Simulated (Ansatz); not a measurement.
An Ansatz (an electronic-structure program) run: Si with a change (isotropic strain +1.46 %); PBEsol in Ansatz (plane waves to 420 eV, PAW, no SOC), earlier PAW set.

Input:

Ansatz 0.2 input:
```yaml
crystal:
  lattice:
    - [0, 2.7564430073, 2.7564430073]
    - [2.7564430073, 0, 2.7564430073]
    - [2.7564430073, 2.7564430073, 0]
  atoms:
    - { symbol: Si, position: [0.5, 0.5, 0.5] }
    - { symbol: Si, position: [0.75, 0.75, 0.75] }
basis: { ecutwfc: 420, ecutrho_ratio: 4, xc_grid: 2, fft_grid_basis: typed }
kpoints: { mp_grid: { grid: [11, 11, 11] } }
hamiltonian:
  xc: pbesol
  dispersion: none
  pseudopotentials: { azcp: { folder: ./paw }, kind: paw }
scf: { occupations: { method: fermi_dirac, width: 0.05 }, convergence: { dr2_threshold: 0.0000000002 } }
relax: { f_tol: 0.005, max_steps: 50 }
output: { forces: true, stress: true }
checkpoint: { write: state.ck, write_every: 1000 }
```

Output (explanatory and most iteration lines left out):

```
Relaxation: its limit of steps is 50 (relax.max_steps)
Pseudopotential: Si, paw, valence charge 4
Crystal: 2 atoms, lattice volume = 41.887 Å³
Basis set: ecut = 420 eV, 869 PW (Γ), exchange–correlation on 54×54×54 points (8 copies of the dense FFT grid, shifted against one another)
Bands: 8, of which v1, the nominal top of the filled ones, is band 4 counted from 1 (3 counted from 0)
Symmetry: 48 space group operations
Space group: Fd-3m (ITA 227), of the structure as read, at distance tolerance 3.5e-5 Å
k-points: 56 of 1331
Functional: x = pbesol(κ = 0.804, μ = 0.12345679012345678), c = pbesol(β = 0.046)
SCF iter   1: F=—  HF=-1243.159187 eV  |F-HF|=—  |Δ(HF+E_count)|=         —  Δρ=4.33e-2  dr2=6.95e-1  ethr=3.10e-3  ⟨swp⟩=6.7  Hψ=4335  notcnv=0
SCF iter   2: F=—  HF=-1242.993229 eV  |F-HF|=—  |Δ(HF+E_count)|=   1.66e-1  Δρ=1.89e-2  dr2=1.15e-1  ethr=3.10e-3  ⟨swp⟩=2.0  Hψ=1039  notcnv=0
SCF 1 converged in 7 iterations: F = -1242.966746 eV  dr2 = 5.91e-11
relax step   1: F+E_penalty+E_count = -1242.96674618 eV  Δ(F+E_penalty+E_count) = +0.000e0 eV  max|allowed force component| = 4.626e-18 eV/Å  Δτ_max = 0.0000 Å  (7 SCF iters, accepted)
SCF converged after 7 iterations
Free energy (F): -1242.966746 eV
Internal energy: -1242.966721 eV  (E = F + TS)
E sigma→0 (E₀):  -1242.966734 eV
Entropy (-TS):   -0.000025 eV (-0.012 meV/atom)
Fermi energy:    5.971678 eV
--- Forces (eV/Å), atoms counted from 1 ---
  atom   1  Si     0.00000000     0.00000000    -0.00000000
  atom   2  Si     0.00000000     0.00000000    -0.00000000
--- Stress (GPa, compression-positive) ---
       -3.724998      -0.000000      -0.000000
       -0.000000      -3.724998      -0.000000
        0.000000       0.000000      -3.724998
  P = ⅓ Tr σ = -3.7250 GPa (-37.250 kbar)
--- Relaxed structure (1 steps of the walk, 1 accepted, 0 SCFs on fresh bases) ---
  atoms:
    - { symbol: Si, position: [0.5, 0.5, 0.5] }
    - { symbol: Si, position: [0.75, 0.75, 0.75] }
```

Stability against distortions was not tested. The cell was made from Si in the diamond structure (space group Fd-3m, No. 227) by this change: isotropic strain +1.46 %.
